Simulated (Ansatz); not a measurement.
# Point defects in SiC

Consider an 8-atom supercell of SiC in the wurtzite structure (space group P6_3mc, No. 186; a = 3.076 Å, c = 5.048 Å) at its relaxed geometry.

One neutral defect a cell, atoms relaxed at fixed cell.

Level of theory: PBEsol (Ansatz, a program for electronic structure, PAW, without spin-orbit coupling).

```json
[
 {"change": "perfect supercell", "pressure": "0.0 GPa", "largest displacement of a host atom from its site in the perfect cell": "–"},
 {"change": "Si on a C site (antisite), symmetric start", "pressure": "39.7 GPa", "largest displacement of a host atom from its site in the perfect cell": "0.42 Å"},
 {"change": "B on a C site", "pressure": "11.8 GPa", "largest displacement of a host atom from its site in the perfect cell": "0.10 Å"},
 {"change": "C on a Si site (antisite)", "pressure": "___", "largest displacement of a host atom from its site in the perfect cell": "___"},
 {"change": "C vacancy", "pressure": "-4.7 GPa", "largest displacement of a host atom from its site in the perfect cell": "0.18 Å"},
 {"change": "Si vacancy, symmetric start", "pressure": "5.5 GPa", "largest displacement of a host atom from its site in the perfect cell": "0.40 Å"}
]
```

### Question
What belongs in the blanks?

### Answer

- C on a Si site (antisite), pressure: -23.2 GPa
- C on a Si site (antisite), largest displacement of a host atom from its site in the perfect cell: 0.26 Å

Other magnetic orders, which the real material may have, were not ruled out. The cell is small, so the values are those of an ordered compound at a high defect concentration; dilute-limit values will differ. A case with no gap was solved on a k-mesh chosen for an insulator, which is coarse for it. Defects with a symmetric start kept the site's symmetry and may sit on a saddle; the others started slightly shaken. Starting moments died away, wholly or in part, for Si on a C site (antisite), B on a C site, C on a Si site (antisite) and C vacancy and more; another magnetic solution may exist.
